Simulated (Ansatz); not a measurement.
**SnC in the rock salt structure (space group Fm-3m, No. 225; a hypothetical phase, not in the database extracts checked)**

```xyz
2
Lattice="0.0000 2.3724 2.3724 2.3724 0.0000 2.3724 2.3724 2.3724 0.0000" Properties=species:S:1:pos:R:3 pbc="T T T"
C      0.0000     0.0000     0.0000
Sn     2.3724     2.3724     2.3724
```

Method: Ansatz (an electronic-structure program), PBEsol, PAW, cutoff 420 eV, spin-orbit coupling left out. Settings: 17×17×17 k-points, 0.05 eV Fermi–Dirac smearing.

| Property | Value |
|---|---|
| Volume per atom | 13.35 Å³ |
| Density | 8.13 g/cm³ |
| Band gap | zero |
| Total energy | -3097.021 eV/atom (σ→0; compares only within this code and set-up) |

Whether these cells are dynamically stable was not tested. All final runs are without spin polarisation.
